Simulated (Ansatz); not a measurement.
The slab is Si(111) 1x1 surface, 6 top atoms, 3 bilayers, bottom bilayer H-capped and fixed, every top atom capped by Br; cell 11.5 x 6.6 Å; about 7 Å thick over the host's atoms, 18 atoms held. All values below come from PBE-D3(BJ) (plane waves to 420 eV, PAW; Ansatz, a quantum-chemistry and plane-wave program). Sampling: 1x2x1 k points. The slab states were run without spin polarisation. No spin-orbit coupling. A thicker slab, a larger cell or a denser mesh can move such energies by a tenth of an eV or more. All energies are electronic energies at 0 K, without vibrations. Each state was relaxed from one prepared geometry.

One HBr a cell is brought to Si(111):Br. Relaxed result near the molecule:

```csv
atom,x (Å),y (Å),z (Å)
Br(30),3.813,0.031,11.746
Br(31),5.751,3.390,11.743
Br(46),7.684,0.033,11.743
Br(p0),5.796,1.188,14.977
H(p1),5.707,1.147,13.542
```

Q: What is the adsorption energy against the free HBr and the slab before, and how much of it is dispersion?

A: -0.21 eV (negative: bound); the D3 term gives -0.16 eV of it. Its closest contacts to the rest of the cell: H(p1)...Br(30) 2.84 Å, H(p1)...Br(31) 2.88 Å, H(p1)...Br(46) 2.90 Å.
